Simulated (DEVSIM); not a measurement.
System: abrupt GaP p-n junction, at 300 K.

Layer 1 from the left is GaP, thickness (μm) 19.0, Na (cm⁻³) 2e18, τn (s) 1.5e-6, τp (s) 1.5e-6. Layer 2 from the left is GaP, thickness (μm) 280, Nd (cm⁻³) 1.7e15, τn (s) 1.5e-6, τp (s) 1.5e-6.

Left contact: ohmic. Right contact: ohmic. Voltage is applied to the left contact. Recombination: SRH at mid-gap, radiative. Mobility is μmin + (μ − μmin)/(1 + (N/Nref)^α).

The device is made up for the run: typed textbook-type constants, with dimensions and the other settings drawn at random. Values at 300 K.

GaP: gap (eV) 2.26, affinity (eV) 3.8, permittivity 11.1, Nc (cm⁻³) 1.8e19, Nv (cm⁻³) 1.9e19, μn (cm²/Vs) 250, μp (cm²/Vs) 150, μn,min 10, μp,min 10, Nref,n 4.4e18, Nref,p 1e18, αn 0.8, αp 0.85, B (cm³/s) 1e-13.

Estimate by hand the built-in potential, the peak field at zero bias, the capacitance at -1.5 V, and compare with a numerical solution.


- Built-in potential: ni = √(Nc Nv) exp(−Eg/2kT) = 1.92 cm⁻³ with Eg = 2.260 eV; Vbi = kT/q ln(Na Nd/ni²) = 1.962 V; numerical 1.962 V.
- Peak field at zero bias: depletion approximation: W = √(2εVbi/(qN)) = 1.19 μm with N = 1.70e15 cm⁻³; field = 2Vbi/W = 33000 V/cm; numerical 82800 V/cm (estimate below by 60 %).
- Capacitance at -1.5 V: C = √(qεN / 2(Vbi + |V|)) = 6.21 nF/cm²; numerical 6.31 nF/cm² (estimate below by 1.5 %).

Simulated with DEVSIM: 1D drift-diffusion, Boltzmann statistics, complete ionisation; no tunnelling, impact ionisation, image-force lowering or self-heating.
